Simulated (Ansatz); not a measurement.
**Fermi-surface data of HfN (Fm-3m)**

Consider the following.

```yaml
crystal:
  lattice:
    - [0.00000, 2.25083, 2.25083]
    - [2.25083, 0.00000, 2.25083]
    - [2.25083, 2.25083, 0.00000]
  atoms:
    - { symbol: Hf, position: [0.00000, 0.00000, 0.00000] }
    - { symbol: N, position: [0.50000, 0.50000, 0.50000] }
```

Method: r2SCAN, rigid bands (plane waves, PAW, scalar-relativistic; Ansatz, a program for electronic structure). Condition of this run: functional r2SCAN on the same cell. Geometry: cell and atoms relaxed with PBEsol.

```
Item                                                              Result
------------------------------------  ----------------------------------
density of states at the Fermi level  0.584 states/(eV·cell), both spins
bare Sommerfeld coefficient                    0.69 mJ/(mol of atoms·K²)
Drude plasma energy                                               9.4 eV
root-mean-square Fermi velocity                                1.2e6 m/s
resistivity times τ                                     5.5 ×10⁻²² Ω·m·s
```

A metal at this level (no band gap); rigid bands, thermally averaged at 300 K, both spins. Spin-orbit coupling is left out, which matters with elements this heavy. τ is one relaxation time for all states.
